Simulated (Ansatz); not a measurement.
# Harmonic thermodynamics of ZnS (wurtzite, P6_3mc)

Per mole of formula units at the relaxed static volume; finite displacements on a 6×6×2 mesh, Ansatz (a program for electronic structure), PBE functional, plane-wave PAW, k mesh 6×6×4; sums on an interpolated 12×12×4 mesh. Another polymorph of this substance is known too; which is more stable was not tested here. Dynamical quadrupoles are not included in the interpolation of the phonons between the solved wave vectors. Zero-point energy 7.30 kJ/mol.

```
T (K)  F_vib (kJ/mol)  S (J/mol/K)  C_V (J/mol/K)
-----  --------------  -----------  -------------
100              6.57         19.3           26.6
150              5.28         32.0           35.8
200              3.39         43.1           40.9
250              1.00         52.6           43.7
300               [?]          [?]            [?]
400             -8.61         74.1           47.3
600            -25.49         93.5           48.7
800            -45.67        107.6           49.2
1000           -68.33        118.6           49.4
```

Task: Fill in the missing entries.

Result: 
- 300, F_vib (kJ/mol): -1.84
- 300, S (J/mol/K): 60.7
- 300, C_V (J/mol/K): 45.4

The crystal is held in this phase throughout; melting and phase transitions are not modelled.
